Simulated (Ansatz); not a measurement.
SnWO4 (P2₁3, No. 198, 24 atoms in the cell; start mp-17844; a measured phase of this formula has another space group)

Level of theory: PBEsol (Ansatz, an electronic-structure program, plane waves, PAW).

Numerical settings: plane-wave cutoff 520 eV, 6×6×6 k mesh, Fermi–Dirac smearing 0.01 eV, no spin polarisation, scalar-relativistic PAW data made under PBE.

Cell (relaxed with PBEsol):

```cif
data_O16Sn4W4
_chemical_formula_sum 'Sn4 W4 O16'
_space_group_name_H-M_alt 'P 1'
_space_group_IT_number 1
_cell_length_a 7.30765
_cell_length_b 7.30765
_cell_length_c 7.30765
_cell_angle_alpha 90.000
_cell_angle_beta 90.000
_cell_angle_gamma 90.000
loop_
_space_group_symop_operation_xyz
  'x, y, z'
loop_
_atom_site_label
_atom_site_type_symbol
_atom_site_fract_x
_atom_site_fract_y
_atom_site_fract_z
_atom_site_occupancy
Sn1 Sn 0.84101 0.84101 0.84101 1
Sn2 Sn 0.65899 0.15899 0.34101 1
Sn3 Sn 0.34101 0.65899 0.15899 1
Sn4 Sn 0.15899 0.34101 0.65899 1
W1 W 0.16557 0.16557 0.16557 1
W2 W 0.33443 0.83443 0.66557 1
W3 W 0.66557 0.33443 0.83443 1
W4 W 0.83443 0.66557 0.33443 1
O1 O 0.63481 0.22097 0.04835 1
O2 O 0.86519 0.77903 0.54835 1
O3 O 0.13481 0.27903 0.95165 1
O4 O 0.36519 0.72097 0.45165 1
O5 O 0.04835 0.63481 0.22097 1
O6 O 0.54835 0.86519 0.77903 1
O7 O 0.95165 0.13481 0.27903 1
O8 O 0.45165 0.36519 0.72097 1
O9 O 0.22097 0.04835 0.63481 1
O10 O 0.77903 0.54835 0.86519 1
O11 O 0.27903 0.95165 0.13481 1
O12 O 0.72097 0.45165 0.36519 1
O13 O 0.30556 0.30556 0.30556 1
O14 O 0.19444 0.69444 0.80556 1
O15 O 0.80556 0.19444 0.69444 1
O16 O 0.69444 0.80556 0.19444 1
```

```
Item                                          Result
-------------------------------------------  -------
band gap                                     3.63 eV
smallest direct gap on the k points sampled  3.64 eV
direct gap at Γ                              3.92 eV
```

Spin–orbit coupling is not included.

The computed numbers hold no vibrational or temperature effects.

A start named mp-… is a Materials Project structure, which need not be a measured phase.
